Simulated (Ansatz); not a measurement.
## MoP: P → S

Base system: MoP (space group P-6m2, No. 187; a = 3.2064 Å, c = 3.1740 Å).

It is then changed as follows: every P is replaced by S, then cell and atoms are relaxed.

Calculations: PBEsol (Ansatz, an electronic-structure program; PAW; 420 eV plane waves; spin-orbit coupling left out), earlier PAW set. k-mesh 17×17×14 (Γ-centred); smearing 0.05 eV (Fermi–Dirac), for the changed cell.

```tsv
quantity	base	changed	shift
volume per atom	14.13 Å³	14.10 Å³	-0.03 Å³
density	7.46 g/cm³	7.54 g/cm³	+0.08 g/cm³
lattice parameter a	3.206 Å	3.162 Å	-0.0445 Å
c/a ratio	0.990	1.030	+0.040
space group	P-6m2 (No. 187)	P-6m2 (No. 187)	–
shortest interatomic distance	2.438 Å	2.446 Å	+0.008 Å
band gap	zero	zero	–
```

Final structure:

```
CELL_PARAMETERS angstrom
      3.16190     0.00000     0.00000
     -1.58095     2.73828     0.00000
      0.00000     0.00000     3.25723
ATOMIC_POSITIONS crystal
  Mo 0.00000 0.00000 0.00000
  S  0.33333 0.66667 0.50000
```

Cost of the whole job for the changed cell (relaxation, final SCF and bands): roughly 50 core-seconds.

Stability against distortions was not tested. As relaxed here, MoS is a hypothetical phase, not in the database extracts checked. The final runs are not spin-polarised. An odd electron count without spin: MoP. MoS has a high density of states at the Fermi level and may be magnetic at this level.
